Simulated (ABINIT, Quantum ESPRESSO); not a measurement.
A Quantum ESPRESSO input for a self-consistent single point of MgMn₂O₄ (P-3m1, 7 atoms in the cell) (DFT, LDA (PZ), plane waves, GBRV 1.5 ultrasoft (LDA) pseudopotentials):

```fortran
&control
  calculation = 'scf'
  prefix = 'pwscf'
  outdir = './tmp'
  pseudo_dir = './'
  tprnfor = .true.
  tstress = .true.
/
&system
  ibrav = 0
  nat = 7
  ntyp = 3
  ecutwfc = 50
  ecutrho = 400
  occupations = 'smearing'
  smearing = 'gaussian'
  degauss = 0.0147
  nspin = 2
  starting_magnetization(2) = 0.267
/
&electrons
  conv_thr = 1.0e-11
  mixing_beta = 0.3
/
ATOMIC_SPECIES
Mg    24.3050  mg_lda_v1.4.uspp.F.UPF
Mn    54.9380  mn_lda_v1.5.uspp.F.UPF
O     15.9990  o_lda_v1.2.uspp.F.UPF
CELL_PARAMETERS angstrom
   3.0928989392     0.0000000000     0.0000000000
  -1.5464494696     2.6785290527     0.0000000000
   0.0000000000     0.0000000000    10.1379730000
ATOMIC_POSITIONS crystal
Mg    0.0000000000    0.0000000000    0.0000000000
Mn    0.0000000000    0.0000000000    0.7307300000
Mn    0.0000000000    0.0000000000    0.2692700000
O     0.6666666667    0.3333333333    0.1240200000
O     0.3333333333    0.6666666667    0.8759800000
O     0.6666666667    0.3333333333    0.6512800000
O     0.3333333333    0.6666666667    0.3487200000
K_POINTS automatic
7 7 2  0 0 0
```

Q: Translate this input to ABINIT.

A: One input that does it (others would too):

```
# MgMn2O4, JTH v2.0 LDA PAW
pp_dirpath "./"
pseudos "Mg.LDA_PW-JTH.xml, Mn.LDA_PW-JTH.xml, O.LDA_PW-JTH.xml"
acell 3*1.0 Angstrom
rprim
         3.0928989392    0.0000002641    0.0000000000
        -1.5464496983    2.6785289206    0.0000000000
         0.0000000000    0.0000000000   10.1379730000
natom 7
ntypat 3
znucl 12 25 8
typat 1 2 2 3 3 3 3
xcart
         0.0000000000    0.0000000000    0.0000000000
         0.0000000000    0.0000000000   13.9993198075
         0.0000000000    0.0000000000    5.1586726213
         2.9223658190    1.6872290250    2.3759742210
        -0.0000002882    3.3744575509   16.7820182078
         2.9223658190    1.6872290250   12.4772173091
        -0.0000002882    3.3744575509    6.6807751198
ecut 60 Ry
pawecutdg 120 Ry
pawxcdev 0
ixc 7
nsppol 2
spinat
      0 0 0
      0 0 4
      0 0 4
      0 0 0
      0 0 0
      0 0 0
      0 0 0
occopt 7
tsmear 0.00734986
nband 46
kptopt 1
ngkpt 7 7 2
nshiftk 1
shiftk 0 0 0
nstep 80
toldfe 1.0e-09
prtwf 0
prtden 0
enunit 1
```

Basis, cutoffs, solver keys and any potentials are the target program's own. This input uses DFT, LDA (PW92), plane waves, PAW (JTH v2.0 LDA PAW). LDA parametrisations can differ slightly between programs.

The starting cell comes from a database of computed structures (which also holds hypothetical and non-ambient phases and stackings), without a prior relaxation at this level. Its lattice was rescaled by a random factor within 2.5 % of one.
